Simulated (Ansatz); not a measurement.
For InAlN2 (model structure, started from the ScAlN2 type, P3m1, No. 156, 4 atoms in the cell), LDA in Ansatz (plane waves, PAW) gives:

```
Quantity                               Value
------------------------------  ------------
equilibrium lattice constant a       3.278 Å
lattice parameter c                  5.405 Å
bulk modulus B0                      172 GPa
cohesive energy                 5.50 eV/atom
band gap                             1.09 eV
```

Task: What does PBEsol (plane waves, PAW; Ansatz, a quantum-chemistry and plane-wave program) give for the same quantities?

Result: 
- lattice constant a: 3.306 Å (grows by 0.9 %)
- lattice parameter c: 5.447 Å (goes up by 0.8 %)
- bulk modulus: 162 GPa (falls by 5.8 %)
- cohesive energy: 4.97 eV/atom (drops by 0.53 eV/atom)
- band gap: 0.95 eV (shrinks by 0.14 eV)

Changes are worked out from the printed values.

Unless a cell is named, each level is at its own relaxed cell (LDA 12.57, PBEsol 12.89 Å³/atom).

Levels without +SOC leave out spin–orbit coupling, which shifts energies and cells of such heavy elements.

Levels without +SOC have no spin–orbit coupling; where heavier elements are present it shifts gaps, mostly down, and can invert bands. Density-functional gaps are differences of (generalised) Kohn–Sham levels.

Caveats: the bulk modulus is −V dP/dV from two relaxed cells at ±2 % in volume (LDA, PBEsol). Ansatz's density-functional and Hartree–Fock values are scalar-relativistic unless marked +SOC, with PAW data made under PBE.

A model structure was made by putting elements into a prototype or built by hand; it is no filed structure, need not be a known phase, and can be a saddle point held by its symmetry.
